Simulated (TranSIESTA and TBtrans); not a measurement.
Device: bicyclo[2.2.2]octane-1,4-diyl held by thiolate S between the apex atoms of two Al(100) rods. Leads: fcc Al rod along [100], layers of 5 and 4 atoms, a = 4.04 Å. Geometry: as built, not relaxed. Transport runs along z; the first 18 and the last 18 of the 91 atoms are the lead cells, repeated to infinity.

```xyz
91
Lattice="14.225 0.000 0.000 0.000 14.225 0.000 0.000 0.000 40.073" Properties=species:S:1:pos:R:3 pbc="F F T"
Al     7.113     7.113     0.000
Al     9.969     7.113     0.000
Al     7.113     9.969     0.000
Al     4.256     7.113     0.000
Al     7.113     4.256     0.000
Al     8.541     8.541     2.020
Al     5.684     8.541     2.020
Al     8.541     5.684     2.020
Al     5.684     5.684     2.020
Al     7.113     7.113     4.040
Al     9.969     7.113     4.040
Al     7.113     9.969     4.040
Al     4.256     7.113     4.040
Al     7.113     4.256     4.040
Al     8.541     8.541     6.060
Al     5.684     8.541     6.060
Al     8.541     5.684     6.060
Al     5.684     5.684     6.060
Al     7.113     7.113     8.080
Al     9.969     7.113     8.080
Al     7.113     9.969     8.080
Al     4.256     7.113     8.080
Al     7.113     4.256     8.080
Al     8.541     8.541    10.100
Al     5.684     8.541    10.100
Al     8.541     5.684    10.100
Al     5.684     5.684    10.100
Al     7.113     7.113    12.120
Al     9.969     7.113    12.120
Al     7.113     9.969    12.120
Al     4.256     7.113    12.120
Al     7.113     4.256    12.120
Al     8.541     8.541    14.140
Al     5.684     8.541    14.140
Al     8.541     5.684    14.140
Al     5.684     5.684    14.140
Al     7.113     7.113    16.160
S      7.963     5.327    17.334
C      7.145     5.793    18.900
C      5.605     5.819    18.729
C      4.917     6.204    20.066
C      5.973     6.446    21.173
S      5.147     6.897    22.739
C      6.805     5.150    21.344
C      7.494     4.767    20.007
C      6.920     7.579    20.705
C      7.611     7.194    19.369
H      5.246     4.820    18.398
H      5.323     6.552    17.942
H      4.225     5.390    20.377
H      4.306     7.122    19.921
H      7.577     5.295    22.131
H      6.144     4.319    21.675
H      8.596     4.731    20.152
H      7.166     3.750    19.696
H      7.694     7.771    21.480
H      6.343     8.520    20.570
H      8.715     7.198    19.503
H      7.367     7.954    18.593
Al     7.113     7.113    23.913
Al     8.541     8.541    25.933
Al     5.684     8.541    25.933
Al     8.541     5.684    25.933
Al     5.684     5.684    25.933
Al     7.113     7.113    27.953
Al     9.969     7.113    27.953
Al     7.113     9.969    27.953
Al     4.256     7.113    27.953
Al     7.113     4.256    27.953
Al     8.541     8.541    29.973
Al     5.684     8.541    29.973
Al     8.541     5.684    29.973
Al     5.684     5.684    29.973
Al     7.113     7.113    31.993
Al     9.969     7.113    31.993
Al     7.113     9.969    31.993
Al     4.256     7.113    31.993
Al     7.113     4.256    31.993
Al     8.541     8.541    34.013
Al     5.684     8.541    34.013
Al     8.541     5.684    34.013
Al     5.684     5.684    34.013
Al     7.113     7.113    36.033
Al     9.969     7.113    36.033
Al     7.113     9.969    36.033
Al     4.256     7.113    36.033
Al     7.113     4.256    36.033
Al     8.541     8.541    38.053
Al     5.684     8.541    38.053
Al     8.541     5.684    38.053
Al     5.684     5.684    38.053
```

Run with TranSIESTA and TBtrans (open boundaries, self-consistent; PseudoDojo norm-conserving potentials, scalar-relativistic): PAO.BasisSize SZP, PAO.EnergyShift 0.15 eV, XC.Authors PBE, Mesh.Cutoff 150 Ry, ElectronicTemperature 300 K, TBT.Elecs.Eta 0.001 eV, no spin polarisation.

**Question.** Give the current of both spins against bias, self-consistently and from the zero-bias transmission integrated over the bias window.

**Answer.** 
```tsv
V (V)	I self-consistent (μA)	I from the zero-bias T(E) (μA)
0.3	0.144	0.129
0.6	0.403	0.348
0.9	0.536	0.619
1.2	0.781	0.841
```

Positive bias raises the left lead's chemical potential. The energy step is 0.02 eV; narrower resonances are cut or missed.

The leads' channel count changes near 0.03 eV, within the thermal window, so values at the Fermi level hang on where that band edge falls. Semilocal functionals put molecular levels too close to the Fermi level and tend to overestimate such conductances.
